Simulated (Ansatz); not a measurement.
## TiO2: pressure series

Consider TiO2 in the anatase structure (space group I4_1/amd, No. 141; a = 3.799 Å, c = 9.701 Å).

Cell and atoms are relaxed at each pressure.

Method: Ansatz (a program for electronic structure), PBE, PAW, cutoff 420 eV, spin-orbit coupling left out.

Candidates:
(a) pressure 0.7 GPa
(b) pressure 7.5 GPa
(c) pressure −2 GPa
(d) pressure −1 GPa

For the base:

c/a ratio: 2.554

Task: Order them by c/a ratio, lowest first.

Result: (b) pressure 7.5 GPa (2.495), (a) pressure 0.7 GPa (2.549), (d) pressure −1 GPa (2.561), (c) pressure −2 GPa (2.567)

Load acts through the strain it causes; cell and atoms are relaxed under it. Stability against distortions was not tested. No other phases were tried under pressure. The final runs are not spin-polarised.
